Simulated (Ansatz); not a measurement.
# Be_C (diamond host)

Method: PBE, PAW (plane waves to 420 eV; Ansatz, a quantum-chemistry and plane-wave program). Cell: 64 sites, 2×2×2 repeats of a cell of 8 atoms; final energies on a 2×2×2 shifted mesh. Site at the start: the C site. Finite-size correction: monopole term and site-potential alignment. Dielectric constants: PBE linear response of the host. Host gap at this level: 4.13 eV. Finite-size and sampling errors can reach tenths of an eV here. PBE underestimates the host's gap, which shifts levels and can delocalise carriers. Spin–orbit coupling is left out. Each state is the lowest found from its start.

Formation energies E_f are given with the Fermi level at the valence-band maximum. Chemical conditions: impurity bounded by its compound with the host (Δμ(C) = 0.14 eV, Δμ(Be) = -0.42 eV, bounded by Be2C (Fm-3m); only phases computed here count, gases as isolated molecules at 0 K). Reference phases: Be: hcp Be, C: graphite.

Charges with a result: +1, 0, −1, −2. Others weren't obtained, and one of them could lie lower, also by skipping a charge.

```csv
charge,moment (μB),point group,largest move off a lattice site (Å),image correction with alignment (eV),"E_f, impurity bounded by its compound with the host (eV)",above the lowest spin state (eV)
+1*,1.0,–,0.15,–,–,0.00
0†,2.0,–,0.13,0.00,5.48,0.00
0,not spin-polarised,near C3v,0.14,0.00,5.59,0.11
−1,1.0,near C3v,0.12,0.54,6.31,0.00
−2,not spin-polarised,Td,0.10,1.82,8.11,0.00
```

* At this level the carrier isn't localised at the defect: at charge +1 holes occupy the valence band. Such a state is shallow or no state of the defect, and this cell gives it no level.

† Not settled in this cell, so no level is given: charge 0: a level filled in part.

Point groups are those of the whole cell at tolerances of 0.03 and 0.1 Å ("near" where only the looser one holds); none is given for unsettled states.

Transition levels above the valence-band maximum: ε(−1/−2) = 1.80 eV. With a charge missing or unsettled, these needn't be thermodynamic levels.

All states together cost very roughly 30 core-minutes.
